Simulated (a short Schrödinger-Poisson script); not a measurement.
System: MOS inversion layer, SiO2 on p-type Si(100), at 300 K.

From the gate side: 3.1 nm SiO2; 220 nm Si, acceptors 3.9e18 cm⁻³.

The device is made up for the run: typed textbook-type constants, with dimensions and the other settings drawn at random. SiO2: permittivity 3.9, conduction-band edge (eV) 3.15, gap (eV) 9, electron mass (mₑ) 0.5. Si: permittivity 11.7, conduction-band edge (eV) 0, gap (eV) 1.124, Nv at 300 K (cm⁻³) 3.1e19.

Channel valleys (confinement mass, in-plane density-of-states mass, number): Δ2 0.916, 0.19, 2; Δ4 0.19, 0.417, 4. At the gate the conduction-band edge of layer 1 lies 3.19 eV − eVg above the Fermi level of the channel; the field vanishes at the back. Gaps are held at their typed values at every temperature. Mesh 0.03 nm at interfaces.

Solved with a short Schrödinger-Poisson script written for these runs: 1D Poisson equation in equilibrium, electrons quantum, Hartree (BenDaniel-Duke, 12 states a valley, the channel's in-plane mass for all, wave functions ending at the dielectric), parabolic valleys, classical holes, full ionisation, no traps, pinning or gate leakage.

| Vg (V) | electrons (cm⁻²) | C (μF/cm²) | Δ2 E0 (meV from the Fermi level) | Δ4 E0 (meV from the Fermi level) |
|---|---|---|---|---|
| 1.1 | 5.03e9 | 0.382 | 174.5 | 296.0 |
| 1.2 | 4.85e10 | 0.465 | 115.6 | 240.0 |
| 1.3 | 2.54e11 | 0.681 | 72.1 | 199.0 |
| 1.4 | 6.46e11 | 0.821 | 46.8 | 175.7 |
| 1.5 | 1.13e12 | 0.886 | 30.7 | 161.6 |
| 1.6 | 1.67e12 | 0.919 | 19.0 | 151.8 |
| 1.7 | 2.22e12 | 0.939 | 9.7 | 144.3 |
| 1.8 | 2.79e12 | 0.952 | 1.9 | 138.2 |
| 1.9 | 3.38e12 | 0.961 | -4.9 | 133.1 |
| 2 | 3.97e12 | 0.968 | -11.1 | 128.6 |
| 2.1 | 4.56e12 | 0.974 | -16.8 | 124.5 |
| 2.2 | 5.16e12 | 0.978 | -22.1 | 120.8 |
| 2.3 | 5.76e12 | 0.982 | -27.1 | 117.4 |
| 2.4 | 6.37e12 | 0.985 | -31.9 | 114.2 |
| 2.5 | 6.97e12 | 0.987 | -36.5 | 111.2 |

Gate voltages with under 1e9 electrons/cm² are left out.

Problem. At Vg = 2.5 V the lowest Δ2 subband lies at -36.5 meV from the Fermi level. How many electrons does it hold, and what share of all?

Solution. The two-dimensional density of states is g m/(πħ²) = 1.59e11 cm⁻² meV⁻¹ (both spins), kT = 25.9 meV, so n = D kT ln(1 + exp(−E/kT)) = 6.69e12 cm⁻², 0.96 of the 6.97e12 cm⁻² in all.

Problem. Compare the slope of the sheet density between 2.3 and 2.5 V with the geometric capacitance of the layers between gate and channel.

Solution. q Δn/ΔV = 0.969 μF/cm²; ε0/Σ(t/ε) = 1.11 μF/cm². The ratio is 0.87: the channel acts as a further capacitance in series.
